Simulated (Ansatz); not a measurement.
## fcc Al (1 1 0) on zinc-blende InP (1 1 0) (film strained to the substrate, faces as cut)

A periodic stack without vacuum, fcc Al (1 1 0) on zinc-blende InP (1 1 0) (film strained to the substrate, faces as cut): substrate slab In8P8, film Al16, surface cells [[0, -1], [1, -1]] and [[1, 0], [1, 2]], film strained by +4.3 and +4.3 %, faces InP/InP and Al/Al as cut (like faces can put a slab off its formula).

The start was prepared with a machine-learned potential, and the result is one local minimum, with the in-plane cell held and forces under 0.04 eV/Å; the film can end far from its bulk form.

These are PBE (plane waves to 420 eV, PAW; Ansatz, a program for electronic structure) values and carry that method's errors. No spin–orbit coupling; the runs are not spin-polarised; PBE gaps are too small against experiment. Its k-point mesh 9×5×1, Fermi–Dirac width 0.05 eV.

- interface area = 25.1 Å²
- period = 28.55 Å
- gaps between the outermost planes at the two interfaces = 2.01 and 2.01 Å
- Al–In contacts across the interfaces within 1.22 times the sum of covalent radii = 4, mean 3.05 Å
- Al–P contacts across the interfaces within 1.22 times the sum of covalent radii = 2, mean 2.35 Å
- estimate of the barrier = withheld, since the Fermi level falls at or inside a band of the host, which a slab this thin can't settle

```yaml
crystal:
  lattice:
    - [4.21420, 0.00045, 0.03702]
    - [4.21491, 5.95845, -0.11781]
    - [4.11650, 2.23245, 28.54203]
  atoms:
    - { symbol: In, position: [0.84467, 0.85121, 0.10849] }
    - { symbol: In, position: [0.87433, 0.40244, 0.02942] }
    - { symbol: In, position: [0.72498, 0.81856, 0.25525] }
    - { symbol: In, position: [0.78549, 0.33532, 0.18068] }
    - { symbol: In, position: [0.60889, 0.78134, 0.40286] }
    - { symbol: In, position: [0.66682, 0.30063, 0.32826] }
    - { symbol: In, position: [0.46132, 0.77335, 0.55436] }
    - { symbol: In, position: [0.55326, 0.26169, 0.47517] }
    - { symbol: P, position: [0.63520, 0.13476, 0.03700] }
    - { symbol: P, position: [0.59076, 0.60645, 0.10707] }
    - { symbol: P, position: [0.53320, 0.08680, 0.18145] }
    - { symbol: P, position: [0.47565, 0.56875, 0.25444] }
    - { symbol: P, position: [0.41612, 0.05056, 0.32903] }
    - { symbol: P, position: [0.35836, 0.53276, 0.40203] }
    - { symbol: P, position: [0.29817, 0.01565, 0.47649] }
    - { symbol: P, position: [0.23383, 0.50840, 0.54687] }
    - { symbol: Al, position: [0.98836, 0.13349, 0.66989] }
    - { symbol: Al, position: [0.49113, 0.63464, 0.66884] }
    - { symbol: Al, position: [0.30703, 0.35983, 0.62482] }
    - { symbol: Al, position: [0.77374, 0.89404, 0.62583] }
    - { symbol: Al, position: [0.41076, 0.61644, 0.76672] }
    - { symbol: Al, position: [0.90845, 0.11687, 0.76705] }
    - { symbol: Al, position: [0.70038, 0.87233, 0.72141] }
    - { symbol: Al, position: [0.19391, 0.37867, 0.72110] }
    - { symbol: Al, position: [0.83640, 0.09343, 0.86279] }
    - { symbol: Al, position: [0.34074, 0.58724, 0.86278] }
    - { symbol: Al, position: [0.12229, 0.35356, 0.81702] }
    - { symbol: Al, position: [0.62079, 0.85426, 0.81705] }
    - { symbol: Al, position: [0.26939, 0.56370, 0.95824] }
    - { symbol: Al, position: [0.80994, 0.02592, 0.95906] }
    - { symbol: Al, position: [0.55764, 0.82312, 0.91388] }
    - { symbol: Al, position: [0.04943, 0.32682, 0.91524] }
```
